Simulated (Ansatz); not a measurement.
## Convergence study of the k-point mesh for Sc₂Al (P3m1, 6 atoms in the cell)

```xyz
6
Lattice="4.8779 0.0000 0.0000 -2.4390 4.2244 0.0000 0.0000 0.0000 6.1429" Properties=species:S:1:pos:R:3 pbc="T T T"
Sc     0.0000     0.0000     0.0500
Sc     0.0000     0.0000     3.0715
Sc     0.0000     2.8163     4.6072
Sc     2.4390     1.4081     1.5357
Al     0.0000     2.8163     1.5357
Al     2.4390     1.4081     4.6072
```

Method: PBEsol, default PAW files made with PBE (plane waves; Ansatz, a program for electronic structure).

Base settings: basis.ecutwfc = 30.9 Ry; kpoints.mp_grid.grid = 8 8 6; hamiltonian.xc = pbesol; hamiltonian.pseudopotentials = {kind: paw} (the program's default PAW files); scf.occupations.method = fermi_dirac; scf.occupations.width = 0.0073 Ry.

The second cell is the first with its lattice scaled by 0.98.

Only quantities that move along the ladder and can be compared are tabulated.

The count of work is k-points × plane waves × bands × iterations; it is no time. Core times come from one kind of shared machine, to one figure; runs under 30 s give none.

The starting cell comes from a database of computed structures (which also holds hypothetical and non-ambient phases and stackings), without a prior relaxation at this level. Its lattice was rescaled by up to half a per cent. One atom was moved a little off its site on purpose. Ansatz's pressure includes its estimate of the finite-basis (Pulay) stress.

| kpoints.mp_grid.grid | free energy less the last step's (meV/atom) | energy of the compressed cell less the first (meV/atom) | pressure (GPa) | largest difference of a force vector from the last step's (eV/Å) | count of work / last | core time / last (rough) |
|---|---|---|---|---|---|---|
| 2 2 1 | 95.36 | 17.40 | -0.11 | 0.076 | 0.0044 | – |
| 2 2 2 | 36.99 | 12.34 | -0.77 | 0.023 | 0.0088 | – |
| 3 3 2 | -0.59 | 6.52 | -1.36 | 0.010 | 0.0099 | – |
| 4 4 3 | -3.93 | 6.65 | -1.38 | 0.002 | 0.020 | – |
| 5 5 3 | -1.25 | 6.70 | -1.37 | 0.003 | 0.026 | – |
| 5 5 4 | -0.77 | 6.48 | -1.39 | 0.001 | 0.028 | – |
| 6 6 4 | -0.36 | 6.51 | -1.39 | 0.003 | 0.040 | – |
| 8 8 5 | 0.01 | 6.63 | -1.37 | 0.001 | 0.066 | – |
| 8 8 6 | -0.09 | 6.56 | -1.38 | 0.001 | 0.083 | – |
| 10 10 7 | 0.02 | 6.57 | -1.38 | 0.000 | 0.13 | – |
| 12 12 9 | 0.00 | 6.57 | -1.38 | 0.000 | 0.24 | 0.2 |
| 15 15 11 | 0.00 | 6.57 | -1.38 | 0.000 | 0.42 | 0.4 |
| 17 17 12 | 0.00 | 6.57 | -1.38 | 0.000 | 0.58 | 0.6 |
| 21 21 14 | 0.00 | 6.57 | -1.38 | 0.000 | 1.0 | 1 |

Coarsest kpoints.mp_grid.grid that holds the pressure within 1 GPa of the last step, with all finer ones: 2 2 2, at 0.0088 of the last step's count of work; the step before is off by 1.3 GPa.

Coarsest kpoints.mp_grid.grid that holds the forces within 0.005 eV/Å of the last step, with all finer ones: 4 4 3, at 0.020 of the last step's count of work; the step before is off by 0.010 eV/Å.

Coarsest kpoints.mp_grid.grid that holds the energy of the compressed cell less the first within 1 meV/atom of the last step, with all finer ones: 3 3 2, at 0.0099 of the last step's count of work; the step before is off by 5.8 meV/atom.

The energy difference between the two cells stays within 1 meV/atom of the last step's from 3 3 2 on, the total only from 5 5 4 on: much of the error is common to both cells and cancels.

Keys are those of Ansatz 0.2.
